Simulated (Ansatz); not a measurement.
The reference is LiNbO3 (space group R3c, No. 161).

```
LiNbO3
1.0
    2.56838     1.48285     4.62904
   -2.56838     1.48285     4.62904
    0.00000    -2.96571     4.62904
Li Nb O
2 2 6
Direct
  0.70208   0.70208   0.70208
  0.20208   0.20208   0.20208
  0.98410   0.98410   0.98410
  0.48410   0.48410   0.48410
  0.62226   0.87652   0.26475
  0.87652   0.26475   0.62226
  0.26475   0.62226   0.87652
  0.76475   0.37652   0.12226
  0.37652   0.12226   0.76475
  0.12226   0.76475   0.37652
```

Cartesian axes are those of the cell as printed.

Level of theory: r2SCAN, PAW, 500 eV (Ansatz, a first-principles code; no SOC), earlier PAW set.

Base values:

```
Quantity     Value
--------  --------
Pressure  0.00 GPa
```

Perturbation: the cell is stretched by 5.37 % along y with no lateral relaxation; the atoms relax in the strained cell.

Task: What does the calculation give for the pressure after the change?

Result: The pressure (mean of the normal stresses, compression positive) goes from zero to -4.71 GPa.

Task: How does this affect the largest internal atomic displacement?

Result: The largest internal atomic displacement is 0.093 Å.

Stability against distortions was not tested.
